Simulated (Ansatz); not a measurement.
Base system: BN in the h-BN type structure (space group P6_3/mmc, No. 194; layered, stacked along the Cartesian z axis).

```xyz
4
Lattice="2.5058 0.0000 0.0000 -1.2529 2.1701 0.0000 0.0000 0.0000 6.6162" Properties=species:S:1:pos:R:3 pbc="T T T"
B      0.0000     1.4467     1.6541
B      1.2529     0.7234     4.9622
N      0.0000     1.4467     4.9622
N      1.2529     0.7234     1.6541
```

Method: PBE-D3(BJ) (Ansatz, an electronic-structure program; PAW; 420 eV plane waves; no SOC), earlier PAW set.

Before the change:

| Quantity | Value |
|---|---|
| Band gap | 4.24 eV |
| Lattice parameter a | 2.506 Å |

Modification: a hydrostatic pressure of 4.5 GPa.

How does this affect the band gap?

The band gap shrinks by 0.15 eV, from 4.24 eV to 4.09 eV.

Estimate the effect on the lattice parameter a.

The lattice parameter a drops by 0.010 Å (2.506 Å → 2.496 Å).

Load acts through the strain it causes; cell and atoms are relaxed under it. No phonon test of stability was made.
